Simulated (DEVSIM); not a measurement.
Structure: abrupt Si n-p junction, at 350 K.

Layer 1 from the left is Si, thickness (μm) 0.760, Nd (cm⁻³) 2.5e17, τn (s) 0.00053, τp (s) 0.00053. Layer 2 from the left is Si, thickness (μm) 240, Na (cm⁻³) 8.2e17, τn (s) 0.00053, τp (s) 0.00053.

Left contact: ohmic. Right contact: ohmic. Voltage is applied to the left contact. Recombination: SRH at mid-gap, radiative. Gap narrowing is on: ΔEg = 6.92 meV × (l + √(l² + 0.5)), l = ln(N/1.3e17 cm⁻³), shared equally by both band edges. Mobility is μmin + (μ − μmin)/(1 + (N/Nref)^α).

This is a model device: material constants are rounded textbook-type values typed into the input, and sizes, dopings and lifetimes were drawn at random. Values at 300 K; Nc and Nv go as T^1.5, mobilities as T to minus their exponent, the gap by Varshni's rule with the affinity fixed.

Si: gap (eV) 1.124, affinity (eV) 4.05, permittivity 11.7, Nc (cm⁻³) 2.86e19, Nv (cm⁻³) 3.1e19, μn (cm²/Vs) 1417, μp (cm²/Vs) 470, μn,min 52, μp,min 45, Nref,n 9.7e16, Nref,p 2.2e17, αn 0.68, αp 0.72, T exponent of μn 2.3, T exponent of μp 2.2, B (cm³/s) 4.7e-15, Varshni α (eV/K) 0.000473, Varshni β (K) 636.

Simulated with DEVSIM: 1D drift-diffusion, Boltzmann statistics, complete ionisation; no tunnelling, impact ionisation, image-force lowering or self-heating.

### Question
What does the simulation give for the potential step across the device at zero bias, the dark forward voltage at 100 A/cm², the dark forward voltage at 1 A/cm², the largest field in the device at zero bias?

### Answer
potential step across the device at zero bias 0.825 V; dark forward voltage at 100 A/cm² 0.839 V; dark forward voltage at 1 A/cm² 0.557 V; largest field in the device at zero bias 210000 V/cm.
